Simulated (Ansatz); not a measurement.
Base system: Zr in the hcp (Mg type) structure (space group P6_3/mmc, No. 194; a = 3.1825 Å, c = 5.1235 Å; relaxed with 0.1 eV smearing). Axes: x lies along a and z along c of the hexagonal cell.

Structures relaxed with Ansatz (a first-principles code), PBEsol, PAW, cutoff 420 eV, without spin-orbit coupling.

Base:

Simulated powder pattern, Cu Kα1, λ = 1.54056 Å (kinematic, ideal powder, no thermal factors, no anomalous dispersion; the 8 strongest lines at most, above 2 %, up to 2θ = 90°):

```
2θ (°)  I/Imax (%)    hkl
------  ----------  -----
32.46           24  (100)
35.00           26  (002)
37.01          100  (101)
48.47           15  (102)
57.90           18  (110)
64.09           19  (103)
69.48           20  (112)
70.74           15  (201)
```

After one change:

Simulated powder pattern, Cu Kα1, λ = 1.54056 Å (kinematic, ideal powder, no thermal factors, no anomalous dispersion; the 8 strongest lines at most, above 2 %, up to 2θ = 90°):

| 2θ (°) | I/Imax (%) |
|---|---|
| 32.63 | 24 |
| 34.84 | 26 |
| 37.12 | 100 |
| 48.47 | 15 |
| 58.22 | 18 |
| 63.97 | 20 |
| 69.67 | 20 |
| 71.09 | 14 |

Question: Which of these changes matches the shifts?
(A) biaxial strain −0.50 %, plane normal [001], relaxed out of plane
(B) biaxial strain −1.00 %, plane normal [001], relaxed out of plane
(C) biaxial strain +1.50 %, plane normal [001], relaxed out of plane
(D) biaxial strain +3.00 %, plane normal [001], relaxed out of plane

Answer: A, biaxial strain −0.50 %, plane normal [001], relaxed out of plane. Its volume per atom is 22.34 Å³ against 22.47 Å³, and its space group is P6_3/mmc (No. 194).

No phonon test of stability was made. The final runs are not spin-polarised.
